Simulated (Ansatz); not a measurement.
Take Pb in the fcc (Cu type) structure (space group Fm-3m, No. 225; a = 5.0339 Å) as the base.

Method: PBE, PAW, 420 eV (Ansatz, a quantum-chemistry and plane-wave program; no spin-orbit coupling).

Base values:

```
Quantity            Value
---------------  --------
Volume per atom  31.89 Å³
```

One thing is altered: a hydrostatic pressure of 0.9 GPa.

**Question.** What does the calculation give for the volume per atom after the change?

**Answer.** The volume per atom drops by 0.66 Å³ to 31.23 Å³.

Load acts through the strain it causes; cell and atoms are relaxed under it. No phonon test of stability was made.
